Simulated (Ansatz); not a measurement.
The starting structures come from a database of crystals and need not be the phases stable at ambient conditions.

By PBEsol, the system below comes out a metal.

Without scattering a metal conducts by its projected Fermi surface.

```
CELL_PARAMETERS angstrom
      6.09065     0.00000     0.00000
      0.00000     6.18922     0.00000
      0.00000     3.09461     3.06529
ATOMIC_POSITIONS crystal
  Cd 0.25000 0.72297 0.00000
  Cd 0.75000 0.27703 0.00000
  Te 0.25000 0.23386 0.00000
  Te 0.75000 0.76614 0.00000
```

The cell is taken as given; by PBEsol it stands under a pressure of -3.2 GPa.

The current flows along the normal of the first two printed cell vectors. No spin-orbit coupling; the value is a mean over 0.1 eV about the Fermi level.

Task: State the ballistic conductance per area according to PBEsol (Ansatz, a quantum-chemistry and plane-wave program).

Result: 0.33 × 10¹⁵ S/m² for both spins.
